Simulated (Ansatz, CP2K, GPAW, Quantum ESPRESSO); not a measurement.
# One structure in several programs: Yb (Fm-3m, 1 atom in the cell)

Self-consistent single point.

```yaml
crystal:
  lattice:
    - [0.00000, 2.75187, 2.75187]
    - [2.75187, 0.00000, 2.75187]
    - [2.75187, 2.75187, 0.00000]
  atoms:
    - { symbol: Yb, position: [0.00000, 0.00000, 0.00000] }
```

All programs got the same cell, k-point mesh and kind of occupations (in Ansatz's words: kpoints.mp_grid.grid = 7 7 7; scf.occupations.method = fermi_dirac; scf.occupations.width = 0.1 eV); potentials, basis and cutoffs are each program's usual ones.

```json
[
 {"code": "GPAW", "model": "PBE, GPAW PAW datasets PBE (gpaw-data 1.0.1)", "pressure (GPa)": "-2.01", "k-points": "20", "cutoff": "850 eV"},
 {"code": "Ansatz", "model": "PBE, default PAW files", "pressure (GPa)": "-2.18", "k-points": "20", "cutoff": "420 eV"},
 {"code": "CP2K", "model": "PBE, GPW, DZVP-MOLOPT-SR-GTH basis, GTH-PBE potentials (GTH_POTENTIALS)", "pressure (GPa)": "-3.00", "k-points": "172", "cutoff": "grid 800 Ry"},
 {"code": "Quantum ESPRESSO", "model": "PBE, SSSP 1.1.2 efficiency (PBE) pseudopotentials", "pressure (GPa)": "-2.87", "k-points": "20", "cutoff": "50 Ry"}
]
```

The spread over the programs that give each value: pressure within 0.99 GPa.

The starting cell comes from a database of computed structures (which also holds hypothetical and non-ambient phases and stackings), without a prior relaxation at this level. Its lattice was rescaled by a random factor within 2.5 % of one. On Ansatz's run: Spin-orbit coupling is off. Spin polarisation is off.

Question: Why do the programs differ, and what cannot be compared?

Answer: Differences of this kind can come from the potentials, where these differ, and from what each basis and cutoff leave unconverged. The zero of total energies and Fermi levels follows the potentials and each program's conventions, so they are not compared here. CP2K uses small atom-centred bases, whose incompleteness enters pressures, forces and empty levels differently from a plane-wave cutoff. Ansatz's pressure is given at a fixed set of plane waves, as the other plane-wave codes print theirs; with its correction for the finite basis it is -2.14 GPa. The programs reduce the same mesh by symmetry to different extents, which changes the work and not the result.

Left out of this page: Elk and FLEUR (not drawn, or without a comparable value).

Ansatz is a quantum-chemistry and plane-wave program.

Keys are those of Ansatz 0.2.
